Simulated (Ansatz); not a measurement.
The starting structures come from a database of crystals and need not be the phases stable at ambient conditions.

By PBEsol, the system below comes out a metal.

Here is the system:

```xyz
2
Lattice="2.6003 0.0000 0.0000 0.0000 3.6774 0.0000 1.3002 1.8387 1.3002" Properties=species:S:1:pos:R:3 pbc="T T T"
Ni     0.0000     0.0000     0.0000
H      0.0000     1.8387     0.0000
```

Space group of this cell: Fm-3m, rock salt. The cell was relaxed by PBE-D3(BJ); by PBEsol its mean pressure is -1.3 GPa.

The current flows along the normal of the first two printed cell vectors, the (110) plane of the conventional cell. No spin-orbit coupling; the value is a mean over 0.1 eV about the Fermi level.

Task: Predict the ballistic conductance per area from PBEsol run with Ansatz (a program for electronic structure).

Result: 1.1 × 10¹⁵ S/m² for both spins.
